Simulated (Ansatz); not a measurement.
**A computed series for Ta3O7F: pressure series**

Start from Ta₃O₇F (space group Cmmm, No. 65; a = 6.442 Å, b = 10.683 Å, c = 3.845 Å; a cell from a computed database, its experimental status unchecked).

Cell and atoms are relaxed at each pressure.

Level of theory: DFT with PBEsol, PAW potentials and a 420 eV plane-wave cutoff in Ansatz (an electronic-structure program), scalar-relativistic without spin-orbit coupling.

```csv
pressure (GPa),volume per atom (Å³/atom)
-2,12.126
0,12.027
1.8,11.942
4.2,11.831
9,11.626
18,11.282
30,?
45,10.467
60,10.109
```

Problem. Fit the third-order Birch–Murnaghan form P(V) = (3B₀/2)[(V₀/V)^(7/3) − (V₀/V)^(5/3)]·[1 + (3/4)(B₀′ − 4)((V₀/V)^(2/3) − 1)] (squares taken in P) to the rows shown and predict the withheld row.

Solution. Least squares on the printed values gives V₀ = 12.027 Å³/atom, B₀ = 250 GPa, B₀′ = 3.7; this predicts 10.886 Å³/atom, and the run gives 10.887 Å³/atom, in agreement.

Load acts through the strain it causes; cell and atoms are relaxed under it. Whether these cells are dynamically stable was not tested. Competing high-pressure phases were not computed.
